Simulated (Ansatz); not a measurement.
## BAs: pressure series

Start from BAs in the zinc blende structure (space group F-43m, No. 216; a = 4.7839 Å).

Cell and atoms are relaxed at each pressure.

Computed with r2SCAN, PAW, 500 eV (Ansatz, a quantum-chemistry and plane-wave program; no spin-orbit coupling).

```csv
variant,smallest direct gap,volume per atom
base,3.44 eV,13.69 Å³
pressure −2 GPa,3.42 eV,13.89 Å³
pressure −1 GPa,3.43 eV,13.78 Å³
pressure 0.9 GPa,3.44 eV,13.60 Å³
pressure 2.1 GPa,3.45 eV,13.49 Å³
pressure 4.5 GPa,3.47 eV,13.28 Å³
pressure 9 GPa,3.50 eV,12.93 Å³
pressure 15 GPa,3.54 eV,12.52 Å³
pressure 22.5 GPa,3.59 eV,12.08 Å³
pressure 30 GPa,3.64 eV,11.71 Å³
```

Load acts through the strain it causes; cell and atoms are relaxed under it. No phonon test of stability was made. No other phases were tried under pressure.
